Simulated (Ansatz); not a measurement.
Input and output of a self-consistent single point for Sr (Fm-3m, 1 atom in the cell) (Ansatz, an electronic-structure program).

Computed with PBE, harder PAW files (source: ansatz) (plane waves; Ansatz).

The change in words: lattice scaled by 0.98; basis.ecutwfc: 420 eV → 160 eV; hamiltonian.pseudopotentials: {kind: paw} (the program's default PAW files) → {kind: paw, source: ansatz}. Reference geometry:
```xyz
1
Lattice="0.0000 3.0309 3.0309 3.0309 0.0000 3.0309 3.0309 3.0309 0.0000" Properties=species:S:1:pos:R:3 pbc="T T T"
Sr     0.0000     0.0000     0.0000
```

Reference input (self-consistent single point, DFT, PBE, plane waves, default PAW files): basis.ecutwfc = 420 eV; kpoints.mp_grid.grid = 9 9 9; hamiltonian.xc = pbe; hamiltonian.pseudopotentials = {kind: paw} (the program's default PAW files); scf.occupations.method = fermi_dirac; scf.occupations.width = 0.1 eV. This run's input differs from it in these lines:

Ansatz 0.2 input:
```diff
@@ -3,5 +3,5 @@
   lattice:
-    - [0.000000, 3.030880, 3.030880]
-    - [3.030880, 0.000000, 3.030880]
-    - [3.030880, 3.030880, 0.000000]
+    - [0.000000, 2.970262, 2.970262]
+    - [2.970262, 0.000000, 2.970262]
+    - [2.970262, 2.970262, 0.000000]
   atoms:
@@ -9,3 +9,3 @@
 basis:
-  ecutwfc: 420.0
+  ecutwfc: 160.0
 kpoints:
@@ -17,2 +17,3 @@
     kind: paw
+    source: ansatz
 scf:
```

The program printed (abridged):

```
SCF iter   1: F=—  HF=-3542.802750 eV  |F-HF|=—  |Δ(HF+E_count)|=         —  Δρ=3.17e-2  dr2=2.37e-1  ethr=3.10e-3  ⟨swp⟩=5.6  Hψ=2216  notcnv=0
all-band conjugate gradients solve this SCF's bands
preconditioner: auto → none
SCF iter   2: F=—  HF=-3542.762407 eV  |F-HF|=—  |Δ(HF+E_count)|=   4.03e-2  Δρ=1.68e-2  dr2=7.05e-2  ethr=2.37e-3  ⟨swp⟩=1.4  Hψ=613  notcnv=0
SCF iter   3: F=—  HF=-3542.746986 eV  |F-HF|=—  |Δ(HF+E_count)|=   1.54e-2  Δρ=1.12e-3  dr2=4.46e-4  ethr=7.05e-4  ⟨swp⟩=2.3  Hψ=604  notcnv=0
SCF iter   4: F=—  HF=-3542.747057 eV  |F-HF|=—  |Δ(HF+E_count)|=   7.08e-5  Δρ=1.59e-4  dr2=1.42e-5  ethr=4.46e-6  ⟨swp⟩=2.5  Hψ=496  notcnv=0
SCF iter   5: F=—  HF=-3542.747120 eV  |F-HF|=—  |Δ(HF+E_count)|=   6.33e-5  Δρ=6.69e-6  dr2=3.73e-8  ethr=1.00e-9  ⟨swp⟩=4.1  Hψ=1863  notcnv=0
SCF iter   6: F=-3542.747120 eV  HF=-3542.747120 eV  |F-HF|=1.83e-10  |Δ(HF+E_count)|=   3.06e-9  Δρ=1.53e-6  dr2=9.85e-10  ethr=3.73e-10  ⟨swp⟩=1.1  Hψ=958  notcnv=0
SCF 1 converged in 6 iterations: F = -3542.747120 eV  dr2 = 9.85e-10
Free energy (F): -3542.747120 eV
Internal energy: -3542.703971 eV  (E = F + TS)
E sigma→0 (E₀):  -3542.725546 eV
Entropy (-TS):   -0.043150 eV (-43.150 meV/atom)
Fermi energy:    5.484153 eV
--- Forces (eV/Å), atoms counted from 1 ---
  atom   1  Sr    -0.00000000    -0.00000000     0.00000000
--- Stress (GPa, compression-positive) ---
        0.561873      -0.000000      -0.000000
        0.000000       0.561873      -0.000000
       -0.000000       0.000000       0.561873
  P = ⅓ Tr σ = 0.5619 GPa (5.619 kbar)
  The stress holds the Pulay correction. Without it, at fixed plane waves, as pw.x and ABINIT print it: P = -24.9895 GPa
```

The run converged in 6 iterations. Against the reference run the pressure goes from -0.13 to 0.56 GPa.

The starting cell has typed, rounded lattice constants, without a prior relaxation at this level. Its lattice was rescaled by up to half a per cent. For this run, on top of that: lattice scaled by 0.98. Ansatz's pressure includes its estimate of the finite-basis (Pulay) stress. Without the estimate this run gives -24.99 GPa. The cutoff lies below the one recommended for these files.
